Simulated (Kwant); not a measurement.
Device: stadium cavity between two wires in a In0.53Ga0.47As two-dimensional gas. Effective mass 0.041 mₑ, grid spacing 8.3 nm, hard walls, nominal width 100 nm (13 grid rows, so walls 116.2 nm apart), one parabolic valley, scattering region 580 nm long along x; energies count from the band bottom; Fermi energy swept from 0.00073372 to 0.011006 eV. Cavity of radius 120 nm, straight part 120 nm, centre moved sideways by 0 nm.

Constants are typed, rounded textbook-type inputs, not results; the design itself was drawn at random and stands for no fabricated device.

Kwant, effective-mass tight-binding model on a square grid, one spin, coherent transport at 0 K. Conductance is in e²/h.

### Question
How many channels do the leads carry at E = 4.96, 5.22 meV?

### Answer
The hard-wall thresholds are n² ħ²π²/(2mW²) = n² × 0.679 meV with W = 116.2 nm. √(4.96/0.679) = 2.70, so 2. √(5.22/0.679) = 2.77, so 2.
